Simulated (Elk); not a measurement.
Band structure of ScGa5Fe (P4/mmm, 7 atoms in the cell).

```
ScGa5Fe
1.0
    4.11746     0.00000     0.00000
    0.00000     4.11746     0.00000
    0.00000     0.00000     6.60474
Sc Ga Fe
1 5 1
Direct
  0.00000   0.00000   0.00000
  0.00000   0.50000   0.30604
  0.00000   0.50000   0.69396
  0.50000   0.00000   0.30604
  0.50000   0.00000   0.69396
  0.50000   0.50000   0.00000
  0.00000   0.00000   0.50000
```

Method of the run: PBEsol, all-electron FP-LAPW, Elk's shipped species files, APW+lo basis with extra local orbitals (Elk 10.2.4).

Settings: xctype = 22; rgkmax = 7.5; stype = 0; swidth = 0.00734986 Ha; ngridk = 5 5 3; gmaxvr = 16 1/bohr; nxlo = 2; lorbcnd = true; lmaxi = 2.

The starting cell comes from a database of computed structures (which also holds hypothetical and non-ambient phases and stackings), without a prior relaxation at this level. Its lattice was rescaled by a random factor within 2.5 % of one. Spin polarisation is off. Values depend on the basis (sphere radii, cutoffs, local orbitals), which need not be converged.

Levels in eV from the Fermi level, bands 43 to 50:
```
point     43     44     45     46     47     48    49    50
-----  -----  -----  -----  -----  -----  -----  ----  ----
Γ      -1.57  -0.68  -0.10   0.99   0.99   1.78  1.84  2.00
X      -0.81  -0.75  -0.50   0.47   1.24   1.38  2.07  2.11
M      -2.66  -2.42  -1.00  -0.73  -0.31  -0.31  0.94  2.37
Z      -1.94  -0.67  -0.38   0.40   0.40   1.07  1.84  2.53
R      -1.40  -1.05  -0.89  -0.41   0.94   1.03  1.49  2.05
A      -1.21  -0.99  -0.82  -0.82  -0.67  -0.30  1.08  2.38
```

Bands cross the Fermi level along this path, so the cell is metallic at this level.
